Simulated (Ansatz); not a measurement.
Here is the system:

End structure of Mn on a Ru site (middle of the slab) in a 3x3 cell of the 1x1 (0001) surface of hcp Ru:

```xyz
36
Lattice="8.1642 0.0000 0.0000 -4.0821 7.0704 0.0000 0.0000 0.0000 25.5000" Properties=species:S:1:pos:R:3 pbc="T T T"
Ru     1.3607     0.7856     9.5965
Ru     0.0000     3.1424     9.5965
Ru    -1.3607     5.4992     9.5965
Ru     4.0821     0.7856     9.5965
Ru     2.7214     3.1424     9.5965
Ru     1.3607     5.4992     9.5965
Ru     6.8035     0.7856     9.5965
Ru     5.4428     3.1424     9.5965
Ru     4.0821     5.4992     9.5965
Mn     0.0000     1.5712    11.5997
Ru    -1.3572     3.9148    11.6592
Ru    -2.7311     6.2945    11.6592
Ru     2.7082     1.5747    11.6592
Ru     1.3572     3.9148    11.6592
Ru     0.0000     6.2848    11.6629
Ru     5.4560     1.5747    11.6592
Ru     4.0821     3.9280    11.6631
Ru     2.7311     6.2945    11.6592
Ru     1.3439     0.7953    13.8076
Ru     0.0000     3.1230    13.8076
Ru    -1.3603     5.4994    13.8122
Ru     4.0821     0.7852    13.8122
Ru     2.7207     3.1420    13.8159
Ru     1.3603     5.4994    13.8122
Ru     6.8203     0.7953    13.8076
Ru     5.4435     3.1420    13.8159
Ru     4.0821     5.5000    13.8159
Ru     0.0000     1.5712    15.8825
Ru    -1.3575     3.9284    15.8850
Ru    -2.7195     6.2874    15.8850
Ru     2.7201     1.5682    15.8850
Ru     1.3575     3.9284    15.8850
Ru     0.0000     6.2848    15.8839
Ru     5.4441     1.5682    15.8850
Ru     4.0821     3.9280    15.8936
Ru     2.7195     6.2874    15.8850
```

Model: 36-atom slab, 6.3 Å thick at the start (thin: gaps and levels are the slab's own), 4x4x1 mesh, Fermi-Dirac 0.1 eV, dipole correction, 9 atoms held, the rest relaxed; symmetry of the start imposed; spin-polarised, no spin-orbit, no U.

Question: What change of the step from the bottom to the top vacuum level, against the clean slab does PBE run with Ansatz (a program for electronic structure) give?

Answer: 0.018 eV

Question: What is the computed work function of the top face (PBE)?

Answer: 4.99 eV

Question: Give the change of the work function at the level PBE.

Answer: -0.007 eV

Question: What is the computed formation energy against fcc-type Mn, layered antiferromagnet, hcp Ru (PBE)?

Answer: -0.15 eV
